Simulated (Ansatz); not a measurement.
An Ansatz (a first-principles code) run: a single point on SiC, its geometry relaxed with PBE; HSE06, PAW, 420 eV (Ansatz; no SOC).

Input:

Ansatz 0.2 input:
```yaml
crystal:
  lattice:
    - [3.094145153, 0, 0]
    - [-1.5470725765, 2.6796083055, 0]
    - [0, 0, 10.1292611336]
  atoms:
    - { symbol: Si, position: [0, 0, 0.0003086689] }
    - { symbol: Si, position: [0, 0, 0.5003086689] }
    - { symbol: Si, position: [0.6666666667, 0.3333333333, 0.7502533865] }
    - { symbol: Si, position: [0.3333333333, 0.6666666667, 0.2502533865] }
    - { symbol: C, position: [0, 0, 0.8128544989] }
    - { symbol: C, position: [0, 0, 0.3128544989] }
    - { symbol: C, position: [0.6666666667, 0.3333333333, 0.5622134457] }
    - { symbol: C, position: [0.3333333333, 0.6666666667, 0.0622134457] }
basis: { ecutwfc: 420, ecutrho_ratio: 4, xc_grid: 2, fft_grid_basis: typed }
kpoints: { mp_grid: { grid: [8, 8, 2] } }
hamiltonian:
  xc: hse06
  dispersion: none
  pseudopotentials: { kind: paw }
scf: { occupations: { method: fermi_dirac, width: 0.01 } }
output: { eigenvalues: true, eigenstates: { kpoints: [[0, 0, 0], [0.5, 0, 0], [0.5, 0, 0.5], [0.333333, 0.333333, 0.5]] } }
```

Output (explanatory and most iteration lines left out):

```
Pseudopotential: Si, paw, valence charge 4
Pseudopotential: C, paw, valence charge 4
Crystal: 8 atoms, lattice volume = 83.983 Å³
Basis set: ecut = 420 eV, 1629 PW (Γ), exchange–correlation on 48×48×144 points (8 copies of the dense FFT grid, shifted against one another)
Bands: 24, of which v1, the nominal top of the filled ones, is band 16 counted from 1 (15 counted from 0)
Symmetry: 12 space group operations
Space group: P63mc (ITA 186), of the structure as read, at distance tolerance 4.4e-5 Å
k-points: 20 of 128
Functional: x = pbe(κ = 0.804, μ = 0.2195149727645171), c = pbe(β = 0.06672455060314922), warm-up for x = pbe(κ = 0.804, μ = 0.2195149727645171) + 0.25 (exact …
SCF iter   1: F=—  HF=-3548.629956 eV  |F-HF|=—  |Δ(HF+E_count)|=         —  Δρ=2.50e-3  dr2=5.44e-3  ethr=1.77e-3  ⟨swp⟩=10.3  Hψ=2649  notcnv=0
SCF iter   2: F=-3548.629637 eV  HF=-3548.629470 eV  |F-HF|=1.67e-4  |Δ(HF+E_count)|=   4.86e-4  Δρ=7.87e-4  dr2=3.29e-4  ethr=1.03e-6  ⟨swp⟩=2.2  Hψ=2388  notcnv=0  defer=3
SCF 1 stopped early in 2 iterations: F = -3548.629637 eV  dr2 = 3.29e-4
Crystal: 8 atoms, lattice volume = 83.983 Å³
Functional: x = pbe(κ = 0.804, μ = 0.2195149727645171) + 0.25 (exact − pbe) at short range (hse, ω = 0.20786987370883472 Å⁻¹), c = pbe(β = 0.06672455060314922); HSE06 as pw.x's `hse` composes it (authors' and Libxc's form: `xc: wpbeh`)
SCF iter   1: F=—  HF=-3551.145296 eV  |F-HF|=—  |Δ(HF+E_count)|=         —  Δρ=5.54e-3  dr2=1.56e-2  ethr=1.03e-5  ⟨swp⟩=7.5  Hψ=2339  notcnv=0
SCF iter   2: F=—  HF=-3551.139038 eV  |F-HF|=—  |Δ(HF+E_count)|=   6.26e-3  Δρ=2.49e-3  dr2=3.51e-3  ethr=1.03e-5  ⟨swp⟩=3.0  Hψ=1243  notcnv=0
SCF 2 stopped early in 6 iterations: F = -3551.147780 eV  dr2 = 1.19e-6
Crystal: 8 atoms, lattice volume = 83.983 Å³
SCF iter   1: F=—  HF=-3551.147691 eV  |F-HF|=—  |Δ(HF+E_count)|=         —  Δρ=1.67e-5  dr2=2.93e-7  ethr=1.72e-7  ⟨swp⟩=5.8  Hψ=1380  notcnv=0
SCF iter   2: F=-3551.147691 eV  HF=-3551.147691 eV  |F-HF|=1.45e-8  |Δ(HF+E_count)|=   1.51e-9  Δρ=8.35e-6  dr2=4.57e-8  ethr=8.90e-10  ⟨swp⟩=3.1  Hψ=1067  notcnv=0
SCF 3 converged in 2 iterations: F = -3551.147691 eV  dr2 = 4.57e-8
Free energy (F): -3551.147691 eV
Internal energy: -3551.147691 eV  (E = F + TS)
E sigma→0 (E₀):  -3551.147691 eV
Fermi energy:    10.334587 eV
```

Single points use the geometry relaxed with PBE. HSE06 gaps are upper bounds (no full band path). Whether these cells are dynamically stable was not tested. The cell is SiC (space group P6_3mc, No. 186).
